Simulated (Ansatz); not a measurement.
# Pressure series in BP

The reference is BP in the zinc blende structure (space group F-43m, No. 216).

```xyz
2
Lattice="0.0000 2.2741 2.2741 2.2741 0.0000 2.2741 2.2741 2.2741 0.0000" Properties=species:S:1:pos:R:3 pbc="T T T"
P      3.4112     3.4112     3.4112
B      0.0000     0.0000     0.0000
```

Cell and atoms are relaxed at each pressure.

Level of theory: PBE/PAW in Ansatz (an electronic-structure program), no spin-orbit coupling, earlier PAW set.

```json
[
 {"pressure (GPa)": "-2", "volume per atom (Å³/atom)": "11.910"},
 {"pressure (GPa)": "-1", "volume per atom (Å³/atom)": "11.834"},
 {"pressure (GPa)": "0", "volume per atom (Å³/atom)": "11.761"},
 {"pressure (GPa)": "3", "volume per atom (Å³/atom)": "11.554"},
 {"pressure (GPa)": "7", "volume per atom (Å³/atom)": "11.301"},
 {"pressure (GPa)": "30", "volume per atom (Å³/atom)": "10.206"},
 {"pressure (GPa)": "50", "volume per atom (Å³/atom)": "9.544"},
 {"pressure (GPa)": "75", "volume per atom (Å³/atom)": "?"},
 {"pressure (GPa)": "100", "volume per atom (Å³/atom)": "8.426"}
]
```

Task: Fit the third-order Birch–Murnaghan form P(V) = (3B₀/2)[(V₀/V)^(7/3) − (V₀/V)^(5/3)]·[1 + (3/4)(B₀′ − 4)((V₀/V)^(2/3) − 1)] (squares taken in P) to the rows shown and predict the withheld row.

Result: Least squares on the printed values gives V₀ = 11.761 Å³/atom, B₀ = 163 GPa, B₀′ = 3.7; this predicts 8.916 Å³/atom, and the run gives 8.916 Å³/atom, in agreement.

Measured bulk modulus of BP: 176.5 GPa (static lattice; corrected from measurement; as listed in Tamar Goldzak et al., The Journal of Chemical Physics (2022)); the computed value is 8 % below it.

Load acts through the strain it causes; cell and atoms are relaxed under it. Stability against distortions was not tested. No other phases were tried under pressure.
